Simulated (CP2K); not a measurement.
Input and output of a self-consistent single point for Ni3Si (Pm-3m, 4 atoms in the cell) (CP2K).

Computed with PBE, GPW, DZVP-MOLOPT-SR-GTH basis, GTH-PBE potentials (GTH_POTENTIALS) in CP2K.

The change in words: lattice scaled by 0.98. Reference geometry:
```
CELL_PARAMETERS angstrom
      3.51807     0.00000     0.00000
      0.00000     3.51807     0.00000
      0.00000     0.00000     3.51807
ATOMIC_POSITIONS crystal
  Si 0.00000 0.00000 0.00000
  Ni 0.00000 0.50000 0.50000
  Ni 0.50000 0.00000 0.50000
  Ni 0.50000 0.50000 0.00000
```

Reference input (self-consistent single point, DFT PBE, GPW, DZVP-MOLOPT-SR-GTH basis, GTH-PBE potentials (GTH_POTENTIALS)): CUTOFF = 600 Ry; REL_CUTOFF = 60 Ry; SMEAR/METHOD = FERMI_DIRAC; ELECTRONIC_TEMPERATURE = 580.23 K; KPOINTS/SCHEME = MONKHORST-PACK 9 9 9; XC_FUNCTIONAL = PBE; Si/BASIS_SET = DZVP-MOLOPT-SR-GTH; Si/POTENTIAL = GTH-PBE-q4; Ni/BASIS_SET = DZVP-MOLOPT-SR-GTH; Ni/POTENTIAL = GTH-PBE-q18; METHOD = GPW; EPS_DEFAULT = 1e-10. This run's input differs from it in these lines:

```diff
@@ -63,5 +63,5 @@
     &CELL
-      A 3.51807300 0.00000000 0.00000000
-      B 0.00000000 3.51807300 0.00000000
-      C 0.00000000 0.00000000 3.51807300
+      A 3.44771200 0.00000000 0.00000000
+      B 0.00000000 3.44771200 0.00000000
+      C 0.00000000 0.00000000 3.44771200
       PERIODIC XYZ
```

Output (repeated stretches shortened):

```
 SCF WAVEFUNCTION OPTIMIZATION

  Step     Update method      Time    Convergence         Total energy    Change
     1 NoMix/Diag. 0.30E+00      -     1.64122397      -513.5419501388 -5.14E+02
     2 Broy./Diag. 0.30E+00      -     0.14318737      -503.9714106232  9.57E+00
     3 Broy./Diag. 0.30E+00      -     0.02373561      -512.3893915125 -8.42E+00
     4 Broy./Diag. 0.30E+00      -     0.07963075      -511.8696447237  5.20E-01
     5 Broy./Diag. 0.30E+00      -     0.00531507      -511.9605190124 -9.09E-02
     6 Broy./Diag. 0.30E+00      -     0.00574145      -511.9057088121  5.48E-02
   [... 8 lines left out ...]
    15 Broy./Diag. 0.30E+00      -     0.00000057      -511.9228217503 -7.31E-06
    16 Broy./Diag. 0.30E+00      -     0.00000031      -511.9228235242 -1.77E-06
    17 Broy./Diag. 0.30E+00      -     0.00000020      -511.9228217595  1.76E-06
    18 Broy./Diag. 0.30E+00      -     0.00000004      -511.9228217591  4.49E-10
  *** SCF run converged in    18 steps ***

  Overlap energy of the core charge distribution:               0.00000000000005
  Self energy of the core charge distribution:               -793.67552844016848
  Core Hamiltonian energy:                                    221.71679472204127
  Hartree energy:                                             112.27707453195693
  Exchange-correlation energy:                                -52.24056162802255
  Electronic entropic energy:                                  -0.00060094488876
  Fermi energy:                                                 0.51411308697537

  Total energy:                                              -511.92282175906348
  Total energy (extrapolated to T->0):                       -511.92252128661909

                     Mulliken Population Analysis

   [... lines left out ...]

 STRESS| Analytical stress tensor [bar]
 STRESS|                        x                   y                   z
 STRESS|      x        1.37576948558E+05  -6.27772373568E-03  -6.27779479474E-03
 STRESS|      y       -6.27772373568E-03   1.37576973917E+05  -6.27821170051E-03
 STRESS|      z       -6.27779479474E-03  -6.27821170051E-03   1.37576960396E+05
 STRESS| 1/3 Trace                                             1.37576960957E+05
```

The run converged in 18 iterations. Against the reference run the free energy rises by 24.6 meV/atom and the pressure goes from -0.65 to 13.76 GPa.

The starting cell has typed, rounded lattice constants, without a prior relaxation at this level. Its lattice was rescaled by a random factor within 2.5 % of one. For this run, on top of that: lattice scaled by 0.98. Spin polarisation is off. Values carry the incompleteness of an atom-centred basis. With a pressure of about 14 GPa the cell is away from its equilibrium volume at this level.

Cost on one core of a shared machine: roughly 2 min.
